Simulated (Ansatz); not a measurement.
**A computed series for hypothetical simple cubic Ni: pressure series**

Start from Ni in the simple cubic structure (space group Pm-3m, No. 221; ferromagnetic; a hypothetical phase, not in the database extracts checked).

```yaml
crystal:
  lattice:
    - [2.32983, 0.00000, 0.00000]
    - [0.00000, 2.32983, 0.00000]
    - [0.00000, 0.00000, 2.32983]
  atoms:
    - { symbol: Ni, position: [0.00000, 0.00000, 0.00000] }
```

Cell and atoms are relaxed at each pressure.

Levels (all Ansatz, an electronic-structure program, PAW): PBE (420 eV, no spin-orbit coupling); PBEsol (420 eV, spin-orbit coupling left out).

The base cell above is that of PBE; each level relaxes its own structures.

| case | volume per atom, PBE | volume per atom, PBEsol |
|---|---|---|
| pressure −2 GPa | 12.84 Å³ | 12.15 Å³ |
| pressure −1 GPa | 12.74 Å³ | 12.07 Å³ |
| pressure 0.3 GPa | 12.62 Å³ | 11.97 Å³ |
| pressure 0.7 GPa | 12.58 Å³ | 11.94 Å³ |
| pressure 1.5 GPa | 12.51 Å³ | 11.89 Å³ |
| pressure 3 GPa | 12.39 Å³ | 11.79 Å³ |
| pressure 5 GPa | 12.23 Å³ | 11.66 Å³ |
| pressure 7.5 GPa | 12.05 Å³ | 11.51 Å³ |
| pressure 10 GPa | 11.88 Å³ | 11.37 Å³ |

PBE lies above PBEsol in every row, by 0.51 Å³ to 0.69 Å³. They put the cases in the same order.

The magnetic state is the one reached from the starting moments; the real material's order can differ, and small cells can't hold many antiferromagnetic ones. Load acts through the strain it causes; cell and atoms are relaxed under it. Stability against distortions was not tested. Competing high-pressure phases were not computed.
